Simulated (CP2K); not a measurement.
Band structure of Al₂Cu (I4/mcm, 6 atoms in the cell).

```
Al2Cu
1.0
    4.76383     0.00000     0.00000
   -2.46341     4.07746     0.00000
   -1.15021    -2.03873     4.14905
Al Cu
4 2
Direct
  0.84139   0.65861   0.50000
  0.15861   0.34139   0.50000
  0.65861   0.15861   0.81722
  0.34139   0.84139   0.18278
  0.25000   0.25000   0.00000
  0.75000   0.75000   0.00000
```

Computed with PBE, GPW, DZVP-MOLOPT-SR-GTH basis, GTH-PBE potentials (GTH_POTENTIALS) run with CP2K.

Settings: CUTOFF = 600 Ry; REL_CUTOFF = 50 Ry; SMEAR/METHOD = GAUSSIAN; SIGMA = 0.2 eV; KPOINTS/SCHEME = MONKHORST-PACK 7 7 7; XC_FUNCTIONAL = PBE; Al/BASIS_SET = DZVP-MOLOPT-SR-GTH; Al/POTENTIAL = GTH-PBE-q3; Cu/BASIS_SET = DZVP-MOLOPT-SR-GTH; Cu/POTENTIAL = GTH-PBE-q11; METHOD = GPW; EPS_DEFAULT = 1e-10; EXTRAPOLATION = USE_GUESS; NGRIDS = 5.

The starting cell comes from a database of computed structures (which also holds hypothetical and non-ambient phases and stackings), without a prior relaxation at this level. Its lattice was rescaled by a random factor within 2.5 % of one. Spin polarisation is off. Values carry the incompleteness of an atom-centred basis.

Levels in eV from the Fermi level, bands 13 to 18:
```
point     13     14     15     16     17     18
-----  -----  -----  -----  -----  -----  -----
Γ      -3.34  -2.26  -1.52  -1.45  -1.45  -1.05
X      -3.19  -3.02  -1.76  -1.59  -0.85  -0.70
M      -3.78  -3.65  -3.65  -2.00   2.75   2.97
Z      -3.73  -3.69  -3.69  -1.09   1.56   1.72
P      -4.27  -4.27   0.31   0.31   0.68   0.68
N      -3.47  -3.47  -2.91  -2.91   0.15   0.15
Z1     -3.73  -3.69  -3.69  -1.09   1.56   1.72
```

Bands cross the Fermi level along this path, so the cell is metallic at this level.

Higher empty bands are left out: an atom-centred basis made for the valence describes them poorly.
